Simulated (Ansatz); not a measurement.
Consider ZnCu₂SnSe₄ (space group I-4, No. 82; a = 5.658 Å, c = 11.318 Å).

Structures relaxed with PBEsol/PAW in Ansatz (a first-principles code), no spin-orbit coupling.

Base:

Simulated powder pattern, Cu Kα1, λ = 1.54056 Å (kinematic, ideal powder, no thermal factors, no anomalous dispersion; the 8 strongest lines at most, above 2 %, up to 2θ = 90°):

```tsv
2θ (°)	I/Imax (%)	hkl
27.28	100	(112)
28.41	2.4	(103)
36.35	3.3	(121)
45.29	72	(204)
53.68	43	(116)
65.98	11	(008)
72.79	16	(316)
83.66	21	(228)
```

One thing is altered: S takes the place of Se on all its sites, then cell and atoms are relaxed.

Problem. Predict the new powder pattern.

Solution. 
Simulated powder pattern, Cu Kα1, λ = 1.54056 Å (kinematic, ideal powder, no thermal factors, no anomalous dispersion; the 8 strongest lines at most, above 2 %, up to 2θ = 90°):

```json
[
 {"2θ (°)": "28.74", "I/Imax (%)": "100", "hkl": "(112)"},
 {"2θ (°)": "33.32", "I/Imax (%)": "11", "hkl": "(200)"},
 {"2θ (°)": "47.82", "I/Imax (%)": "39", "hkl": "(204)"},
 {"2θ (°)": "47.84", "I/Imax (%)": "19", "hkl": "(220)"},
 {"2θ (°)": "56.74", "I/Imax (%)": "14", "hkl": "(116)"},
 {"2θ (°)": "56.77", "I/Imax (%)": "27", "hkl": "(132)"},
 {"2θ (°)": "77.31", "I/Imax (%)": "10", "hkl": "(316)"},
 {"2θ (°)": "89.20", "I/Imax (%)": "12", "hkl": "(244)"}
]
```

The indices refer to each structure's own conventional cell; one index is shown for lines that coincide.

No phonon test of stability was made. The final runs are not spin-polarised.
